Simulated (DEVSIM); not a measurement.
Device: Mo/AlN/p-Si capacitor, at 300 K.

Layer 1 from the left is AlN, thickness (nm) 17.0. Layer 2 from the left is Si, thickness (nm) 2700, Na (cm⁻³) 4.6e16.

Metal gate on the left, work function 4.6 eV. Fixed charge at the semiconductor interface -2e10 cm⁻² (in units of +e); no interface traps.

The device is made up for the run: typed textbook-type constants, with dimensions and the other settings drawn at random. Values at 300 K.

AlN: gap (eV) 6.1, affinity (eV) 1.9, permittivity 8.5. Si: gap (eV) 1.124, affinity (eV) 4.05, permittivity 11.7, Nc (cm⁻³) 2.86e19, Nv (cm⁻³) 3.1e19.

### Question
Estimate by hand the flat-band voltage, the threshold voltage, and compare with a numerical solution.

### Answer

- Flat-band voltage: C = 0.443 μF/cm², work-function difference -0.406 V; VFB = φms − qNf/C = -0.40 V; numerical -0.40 V.
- Threshold voltage: φF = 0.395 V, depletion charge √(4εqNφF) = 1.10e-7 C/cm²; VT = VFB + 2φF + Qd/C = 0.64 V; numerical 0.64 V.

DEVSIM, 1D Poisson equation in equilibrium, Boltzmann statistics, complete ionisation; no quantum confinement or tunnelling. Metal contacts follow the ideal Schottky-Mott rule: no Fermi-level pinning, no interface dipoles.
